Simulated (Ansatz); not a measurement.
**A computed series for W: response to strain**

The reference is W in the bcc (W type) structure (space group Im-3m, No. 229; a = 3.169 Å; relaxed with 0.1 eV smearing). Axes: x, y, z lie along the cube axes.

Strains are applied to the cell and any free atomic positions relax; under biaxial strain the out-of-plane vector relaxes too.

All numbers come from r2SCAN, PAW, 500 eV (Ansatz, a first-principles code; without spin-orbit coupling).

```json
[
 {"biaxial strain, plane normal [001], relaxed out of plane (%)": "-3", "out-of-plane strain (%)": "2.51"},
 {"biaxial strain, plane normal [001], relaxed out of plane (%)": "-2.5", "out-of-plane strain (%)": "2.04"},
 {"biaxial strain, plane normal [001], relaxed out of plane (%)": "-2", "out-of-plane strain (%)": "1.60"},
 {"biaxial strain, plane normal [001], relaxed out of plane (%)": "-1.5", "out-of-plane strain (%)": "1.18"},
 {"biaxial strain, plane normal [001], relaxed out of plane (%)": "-1", "out-of-plane strain (%)": "?"},
 {"biaxial strain, plane normal [001], relaxed out of plane (%)": "-0.5", "out-of-plane strain (%)": "0.38"},
 {"biaxial strain, plane normal [001], relaxed out of plane (%)": "0", "out-of-plane strain (%)": "0.00"}
]
```

Question: Fit ε⊥ = −νε + γε² (strains in %) to the rows shown and predict the withheld row.

Answer: Least squares on the printed values gives ν = 0.73 (the biaxial Poisson response) and γ = 0.034 (largest residual 0.01 %); this predicts 0.77 %, and the run gives 0.77 %, in agreement.

Stability against distortions was not tested. The final runs are not spin-polarised.
